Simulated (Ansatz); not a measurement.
## Converging the k-point mesh at a smearing width of 0.02 eV: In (I4/mmm, 1 atom in the cell)

```xyz
1
Lattice="-1.6299 1.6299 2.4824 1.6299 -1.6299 2.4824 1.6299 1.6299 -2.4824" Properties=species:S:1:pos:R:3 pbc="T T T"
In     0.0000     0.0000     0.0000
```

Level of theory: PBE (plane waves, PAW; Ansatz, a program for electronic structure).

Base settings: basis.ecutwfc = 420 eV; kpoints.mp_grid.grid = 14 14 14; hamiltonian.xc = pbe; hamiltonian.pseudopotentials = {kind: paw} (the program's default PAW files); scf.occupations.method = fermi_dirac; scf.occupations.width = 0.1 eV.

In this ladder: scf.occupations.width = 0.02 eV.

Only quantities that move along the ladder and can be compared are tabulated.

The count of work is k-points × plane waves × bands × iterations; it is no time. 

The starting cell has typed, rounded lattice constants, without a prior relaxation at this level. Its lattice was rescaled by up to half a per cent. Ansatz's pressure includes its estimate of the finite-basis (Pulay) stress.

| kpoints.mp_grid.grid | free energy less the last step's (meV/atom) | pressure (GPa) | count of work / last |
|---|---|---|---|
| 5 5 5 | 49.13 | 2.54 | 0.0054 |
| 6 6 6 | -26.98 | 1.33 | 0.0090 |
| 7 7 7 | 9.68 | 1.25 | 0.012 |
| 9 9 9 | 15.81 | 1.78 | 0.023 |
| 11 11 11 | 2.43 | 1.62 | 0.044 |
| 13 13 13 | -1.54 | 1.67 | 0.069 |
| 15 15 15 | 0.84 | 1.57 | 0.10 |
| 19 19 19 | 0.11 | 1.65 | 0.19 |
| 28 28 28 | 0.35 | 1.65 | 0.58 |
| 34 34 34 | 0.00 | 1.59 | 1.0 |

Coarsest kpoints.mp_grid.grid that holds the free energy within 1 meV/atom of the last step, with all finer ones: 15 15 15, at 0.10 of the last step's count of work; the step before is off by 1.5 meV/atom.

Coarsest kpoints.mp_grid.grid that holds the pressure within 0.5 GPa of the last step, with all finer ones: 6 6 6, at 0.0090 of the last step's count of work; the step before is off by 0.95 GPa.

Keys are those of Ansatz 0.2.
